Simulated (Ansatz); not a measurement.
The starting structures come from a database of crystals and need not be the phases stable at ambient conditions.

Given:

```
MgSe
1.0
    4.22147     0.00000     0.00000
   -2.11074     3.65590     0.00000
    0.00000     0.00000     6.81672
Mg Se
2 2
Cartesian
  2.11073   1.21864   3.39684
  0.00000   2.43726   6.80520
  2.11073   1.21864   5.97615
  0.00000   2.43726   2.56779
```

Space group of this cell: P6_3mc, wurtzite. The cell is taken as given.

Transport runs along the normal of the first two printed cell vectors, the (001) plane of the conventional cell.

No gap correction and no spin-orbit coupling; mid-gap values are interpolated between computed energies.

### Question
Predict the band gap and the smallest decay constant κ at mid-gap from r2SCAN run with Ansatz (a program for electronic structure).

### Answer
Gap 3.36 eV on a 12×12×6 mesh; κ = 0.209 1/Å, at the zone centre.
